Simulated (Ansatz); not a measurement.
An Ansatz (a quantum-chemistry and plane-wave program) run: Sn with a change (pressure 0.3 GPa); PBE in Ansatz (plane waves to 420 eV, PAW, spin-orbit coupling left out), earlier PAW set.

Input:

Ansatz 0.2 input:
```yaml
crystal:
  lattice:
    - [0, 3.3278984976, 3.3278984976]
    - [3.3278984976, 0, 3.3278984976]
    - [3.3278984976, 3.3278984976, 0]
  atoms:
    - { symbol: Sn, position: [0.5, 0.5, 0.5] }
    - { symbol: Sn, position: [0.75, 0.75, 0.75] }
basis: { ecutwfc: 420, ecutrho_ratio: 4, xc_grid: 2, fft_grid_basis: typed }
kpoints: { mp_grid: { grid: [12, 12, 12] } }
hamiltonian:
  xc: pbe
  dispersion: none
  pseudopotentials: { azcp: { folder: ./paw }, kind: paw }
scf: { occupations: { method: fermi_dirac, width: 0.05 } }
relax: { f_tol: 0.01, max_steps: 60, cell: { stress_tol: 0.02, p_target: 0.3 } }
output: { forces: true, stress: true }
checkpoint: { write: state.ck, write_every: 1000 }
```

Output (explanatory and most iteration lines left out):

```
Relaxation: its limit of steps is 60 (relax.max_steps)
Pseudopotential: Sn, paw, valence charge 14
Crystal: 2 atoms, lattice volume = 73.712 Å³
Basis set: ecut = 420 eV, 1459 PW (Γ), exchange–correlation on 64×64×64 points (8 copies of the dense FFT grid, shifted against one another)
Bands: 18, of which v1, the nominal top of the filled ones, is band 14 counted from 1 (13 counted from 0)
Symmetry: 48 space group operations
Space group: Fd-3m (ITA 227), of the structure as read, at distance tolerance 4.2e-5 Å
k-points: 72 of 1728
Functional: x = pbe(κ = 0.804, μ = 0.2195149727645171), c = pbe(β = 0.06672455060314922)
SCF iter   1: F=—  HF=-12048.602675 eV  |F-HF|=—  |Δ(HF+E_count)|=         —  Δρ=1.93e-2  dr2=2.95e-1  ethr=3.10e-3  ⟨swp⟩=6.1  Hψ=7034  notcnv=0
SCF iter   2: F=—  HF=-12048.586976 eV  |F-HF|=—  |Δ(HF+E_count)|=   1.57e-2  Δρ=1.30e-2  dr2=1.50e-1  ethr=1.05e-3  ⟨swp⟩=1.0  Hψ=1877  notcnv=0
SCF 1 converged in 7 iterations: F = -12048.578440 eV  dr2 = 4.62e-8
relax step   1: F+E_penalty+E_count = -12048.57843977 eV  Δ(F+E_penalty+E_count) = +0.000e0 eV  max|allowed force component| = 6.939e-18 eV/Å  Δτ_max = 0.0000 Å  P = +0.005 GPa  Ω = 73.712 Å³  (7 SCF iters, dr2 threshold 1.00e-7 eV, accepted)
[... steps on the carried basis left out ...]
relax step   4: F+E_penalty+E_count = -12048.57788268 eV  Δ(F+E_penalty+E_count) = +2.850e-5 eV  max|allowed force component| = 4.597e-17 eV/Å  Δτ_max = 0.0000 Å  P = +0.298 GPa  Ω = 73.120 Å³  stress off target by 1.97e-3 GPa  SCF on the basis re-selected at this cell (its energy is not comparable with the rows above)  (6 SCF iters)
SCF converged after 6 iterations
Free energy (F): -12048.577883 eV
Internal energy: -12048.576066 eV  (E = F + TS)
E sigma→0 (E₀):  -12048.576975 eV
Entropy (-TS):   -0.001816 eV (-0.908 meV/atom)
Fermi energy:    7.029354 eV
--- Forces (eV/Å), atoms counted from 1 ---
  atom   1  Sn     0.00000000     0.00000000    -0.00000000
  atom   2  Sn    -0.00000000     0.00000000     0.00000000
--- Stress (GPa, compression-positive) ---
        0.298027      -0.000000      -0.000000
       -0.000000       0.298027      -0.000000
       -0.000000      -0.000000       0.298027
  P = ⅓ Tr σ = 0.2980 GPa (2.980 kbar)
--- Relaxed structure (3 steps of the walk, 3 accepted, 1 SCFs on fresh bases) ---
  cell:  # Å, volume = 73.1200 Å³
    - [-3.948913325494083e-34, 3.318960968412656, 3.318960968412656]
    - [3.318960968412656, -3.4970971335146683e-34, 3.318960968412656]
    - [3.318960968412656, 3.318960968412656, -2.0958698244683812e-34]
  atoms:
    - { symbol: Sn, position: [0.49999999999999994, 0.49999999999999994, 0.49999999999999994] }
    - { symbol: Sn, position: [0.75, 0.75, 0.75] }
```

Load acts through the strain it causes; cell and atoms are relaxed under it. Stability against distortions was not tested. The cell was made from Sn in the diamond structure (space group Fd-3m, No. 227) by this change: pressure 0.3 GPa.
